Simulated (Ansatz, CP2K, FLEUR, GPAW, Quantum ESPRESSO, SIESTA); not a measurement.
# Code comparison for Mg2Zn (Cmcm, 6 atoms in the cell)

Self-consistent single point, at a second geometry (lattice scaled by 0.98). First geometry:

```xyz
6
Lattice="1.5978 -7.4082 0.0000 1.5978 7.4082 0.0000 0.0000 0.0000 4.8001" Properties=species:S:1:pos:R:3 pbc="T T T"
Mg     1.5978     0.8832     1.2000
Mg     1.5978    -0.8832     3.6001
Mg     1.5978    -3.9367     1.2000
Mg     1.5978     3.9367     3.6001
Zn     1.5978     5.8042     1.2000
Zn     1.5978    -5.8042     3.6001
```

Shared settings, as Ansatz (a first-principles code) writes them: kpoints.mp_grid.grid = 5 5 4; scf.occupations.method = gaussian; scf.occupations.width = 0.0037 Ry. Potentials and cutoffs stand in the table.

```csv
code,model,ΔF from the first geometry (meV/atom),pressure (GPa),largest force (eV/Å),cutoff
CP2K,"PBEsol, GPW, DZVP-MOLOPT-SR-GTH basis, GTH-PBE potentials (GTH_POTENTIALS)",25.0,5.74,0.863,grid 1000 Ry
Ansatz,"PBEsol, PAW files made with PBE",10.2,3.14,0.102,default
GPAW,"PBEsol, GPAW PAW datasets PBEsol (made by gpaw-setup)",10.4,3.22,0.106,800 eV
FLEUR,"PBEsol, all-electron FLAPW (FLEUR), scalar-relativistic valence",–,–,0.106,Kmax 4.1 1/bohr
SIESTA,"GGA PBEsol, numerical atomic orbitals DZP, PseudoDojo PBEsol standard norm-conserving potentials (rewritten from UPF to PSML)",8.5,3.38,0.220,grid 350 Ry
Quantum ESPRESSO,"PBEsol, SSSP 1.1.2 efficiency (PBE) pseudopotentials",10.0,2.92,0.103,50 Ry
```

Size of the force on each atom (eV/Å): Sizes of forces hide their directions.

| code | Mg1 | Mg2 | Mg3 | Mg4 | Zn5 | Zn6 |
|---|---|---|---|---|---|---|
| CP2K | 0.863 | 0.863 | 0.276 | 0.276 | 0.129 | 0.129 |
| Ansatz | 0.014 | 0.014 | 0.006 | 0.006 | 0.102 | 0.102 |
| GPAW | 0.013 | 0.013 | 0.009 | 0.009 | 0.106 | 0.106 |
| FLEUR | 0.013 | 0.013 | 0.009 | 0.009 | 0.106 | 0.106 |
| SIESTA | 0.109 | 0.109 | 0.084 | 0.084 | 0.220 | 0.220 |
| Quantum ESPRESSO | 0.016 | 0.016 | 0.002 | 0.002 | 0.103 | 0.103 |

A dash marks a value that a program does not give, or that is left out as unsure.

The spread over the programs that give each value: ΔF from the first geometry within 16.5 meV/atom; pressure within 2.82 GPa; largest force within 0.761 eV/Å.

CP2K and SIESTA use small atom-centred bases, whose incompleteness enters pressures, forces and empty levels differently from a plane-wave cutoff. FLEUR treats all electrons, but the usual bases taken here (sphere radii, linearisation, local orbitals, empty states) were not tested for convergence, so the values are no reference for the others. Ansatz's pressure is given at a fixed set of plane waves, as the other plane-wave codes print theirs; with its correction for the finite basis it is 3.17 GPa. In the pressure, CP2K (by 2.61) lies more than 1 GPa from the median of the plane-wave programs. In the force vectors, CP2K (by 0.849) and SIESTA (by 0.122) lie more than 0.08 eV/Å from the median of the plane-wave programs.

The shared mesh is coarse (it stands for a supercell whose shortest vector is 16 Å), so the values are not converged in it.

The starting cell comes from a database of computed structures (which also holds hypothetical and non-ambient phases and stackings), without a prior relaxation at this level. For this run, on top of that: lattice scaled by 0.98.

Left out of this page: Elk (not drawn, or without a comparable value).

Keys are those of Ansatz 0.2.
